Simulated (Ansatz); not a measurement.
MgCO₃ (R-3c, No. 167), treated with BLYP in Ansatz (PAW).

Numerical settings: plane-wave cutoff 520 eV, 10×10×10 k mesh, Fermi–Dirac smearing 0.01 eV, scalar-relativistic PAW data made under PBE.

Cell (relaxed at this level):

MgCO3 is modelled in the trigonal space group R-3c, hexagonal axes (No. 167), Pearson symbol hR10. Conventional cell: a = b = 4.710 Å, c = 15.368 Å, α = β = 90.00°, γ = 120.00°. Mg on 6b is coordinated by 6 O at 2.147 Å (octahedral). C on 6a is coordinated by 3 O at 1.297 Å (trigonal planar). O on 18e sees 1 C at 1.297 Å and 2 Mg at 2.147 Å (trigonal planar). (Neighbours: up to the widest gap in distance over summed covalent radii, below 1.35, at either atom; cation-cation and far metal-metal contacts left out.)
(The calculation used a cell of 10 atoms; values per cell refer to that cell.)

What does this level give for the direct gap at Γ, band gap, smallest direct gap on the k points sampled, bulk modulus B0 and pressure derivative B′ of the bulk modulus?


* **direct gap at Γ**: 5.85 eV
* **band gap**: 5.03 eV (indirect)
* **smallest direct gap on the k points sampled**: 5.67 eV
* **bulk modulus B0**: 95.7 GPa
* **pressure derivative B′ of the bulk modulus**: 4.7

Note: the volume lies 6 % above that of the published cell; the bulk modulus comes from volumes at which shape and atoms were relaxed.

Computed values are for the static lattice.

The result took very roughly 9 core-minutes.

Ansatz is an electronic-structure program.
